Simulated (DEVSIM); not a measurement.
Structure: Schottky contact on n-type β-Ga2O3, at 300 K.

Layer 1 from the left is β-Ga2O3, thickness (μm) 0.560, Nd (cm⁻³) 1.7e17, τn (s) 7.1e-10, τp (s) 7.1e-10.

Left contact: Schottky, work function 5.18 eV, emission velocity 4.5e6 cm/s. Right contact: ohmic. Voltage is applied to the left contact. Recombination: SRH at mid-gap, radiative, Auger. Mobility is μmin + (μ − μmin)/(1 + (N/Nref)^α).

Constants are typed, rounded textbook-type inputs, not results; the design itself was drawn at random and stands for no fabricated device. Values at 300 K.

β-Ga2O3: gap (eV) 4.8, affinity (eV) 4, permittivity 10, Nc (cm⁻³) 3.7e18, Nv (cm⁻³) 5e20, μn (cm²/Vs) 160, μp (cm²/Vs) 1, μn,min 20, μp,min 0.1, Nref,n 1e18, Nref,p 1e18, αn 0.8, αp 0.8, B (cm³/s) 1e-12, Cn (cm⁶/s) 1e-31, Cp (cm⁶/s) 1e-31.

DEVSIM, 1D drift-diffusion, Boltzmann statistics, complete ionisation; no tunnelling, impact ionisation, image-force lowering or self-heating. Metal contacts follow the ideal Schottky-Mott rule: no Fermi-level pinning, no interface dipoles.

Dark forward current:

```
|V| (V)  |J| (A/cm²)
-------  -----------
0.05       2.086e-13
0.10       1.647e-12
0.15       1.156e-11
0.20       7.989e-11
0.25       5.507e-10
0.30        3.793e-9
0.35        2.611e-8
0.40        1.797e-7
0.45        1.236e-6
0.50        8.491e-6
0.55        5.829e-5
0.60       0.0003997
0.65        0.002736
0.70         0.01870
0.75          0.1274
0.80          0.8637
0.85           5.804
0.90           37.96
0.95           222.8
1.00           939.8
1.05            2464
```

Problem. Work out the local ideality factor n = ΔV / (kT/q · ln(J2/J1)) between the rows 0.15 and 0.20 V, 1.00 and 1.05 V.

Solution. kT/q = 25.85 mV. From 0.15 to 0.20 V: ln(7.989e-11/1.156e-11) = 1.933, n = 1.00, near the 1 of diffusion or emission over a barrier. From 1.00 to 1.05 V: ln(2464/939.8) = 0.964, n = 2.01; the layers' resistance at their doping, Σ W/(qμN) = 1.5e-5 Ω cm², would take 24 mV of this step of 50 mV.

Problem. Estimate the current at 0.50 V for emission alone, J0 = q v N_band exp(−φB/kT), and read the barrier back from the simulated current.

Solution. φB = 1.180 eV, N_band = 3.70e18 cm⁻³, J0 = 3.99e-14 A/cm²; J = J0 (exp(qV/kT) − 1) = 1.00e-5 A/cm². The simulation gives 8.49e-6 A/cm²; the estimate lies 18 % above. Read backwards, the simulated current gives an apparent barrier of 1.184 eV. The estimate leaves out transport through the depletion region and minority injection.
